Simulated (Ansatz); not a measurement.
Response to strain in Ir

The reference is Ir in the fcc (Cu type) structure (space group Fm-3m, No. 225; a = 3.845 Å; relaxed with 0.1 eV smearing). Axes: x, y, z lie along the cube axes.

Strains are applied to the cell and any free atomic positions relax; under biaxial strain the out-of-plane vector relaxes too.

Calculations: r2SCAN in Ansatz (plane waves to 500 eV, PAW, spin-orbit coupling left out).

Notes on the quantities. energy relative to the base: free energy F; pressure: mean of the normal stresses, compression positive.

| case | energy relative to the base | pressure | ratio −ε⊥/ε∥ |
|---|---|---|---|
| base | 0 meV/atom | 0.0 GPa | – |
| biaxial strain −3.00 %, plane normal [001], relaxed out of plane | +60 meV/atom | 15.9 GPa | 0.82 |
| biaxial strain −2.50 %, plane normal [001], relaxed out of plane | +41 meV/atom | 12.9 GPa | 0.81 |
| biaxial strain −2.00 %, plane normal [001], relaxed out of plane | +26 meV/atom | 10.1 GPa | 0.81 |
| biaxial strain −1.50 %, plane normal [001], relaxed out of plane | +14 meV/atom | 7.4 GPa | 0.80 |
| biaxial strain −1.00 %, plane normal [001], relaxed out of plane | +6.3 meV/atom | 4.8 GPa | 0.80 |
| biaxial strain −0.50 %, plane normal [001], relaxed out of plane | +1.5 meV/atom | 2.3 GPa | – |

No phonon test of stability was made. All final runs are without spin polarisation.

Ansatz is a first-principles code.
